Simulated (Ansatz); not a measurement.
The starting structures come from a database of crystals and need not be the phases stable at ambient conditions.

By PBEsol, the system below comes out a metal.

The ballistic (Sharvin) conductance counts the channels at the Fermi level: G/A = (e²/h) × channels of both spins per area.

```
CELL_PARAMETERS angstrom
      4.39384     0.00000     0.00000
     -2.19692     3.80518     0.00000
      2.19692     1.26839     0.91519
ATOMIC_POSITIONS crystal
  W  0.00000 0.00000 0.00000
```

The cell is strained (lengths across the current scaled by 0.98, ions clamped); by PBEsol it stands under a pressure of 8.6 GPa.

The current flows along the normal of the first two printed cell vectors, the (111) (indices of the unstrained crystal) plane of the conventional cell. No spin-orbit coupling; the value is a mean over 0.1 eV about the Fermi level.

Problem. Compute, with PBEsol in Ansatz (an electronic-structure program), the ballistic conductance per area.

Solution. 0.99 × 10¹⁵ S/m² for both spins.
